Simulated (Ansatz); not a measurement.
**A computed series for hypothetical fluorite ZrS2: thickness series**

Base system: ZrS$_{2}$ in the fluorite structure (space group Fm-3m, No. 225; a = 6.263 Å; a hypothetical phase, not in the database extracts checked). Axes: x, y, z lie along the cube axes.

Free-standing slabs (3 atom(s) a layer) normal to [111] with 15 Å of vacuum; in-plane cell held at bulk.

Level of theory: plane-wave PAW DFT at the PBE level (Ansatz, an electronic-structure program, 420 eV), no spin-orbit coupling.

Candidates:
(a) 1 layer
(b) 5 layers
(c) 6 layers

Before the change:

| Quantity | Value |
|---|---|
| Band gap | zero |

Problem. Order them by band gap, highest first.

Solution. (a) 1 layer (1.18 eV), (b) 5 layers (0.39 eV), (c) 6 layers (0.27 eV)

No phonon test of stability was made. All final runs are without spin polarisation. The zero or small gap of ZrS2 can change with the level of theory.
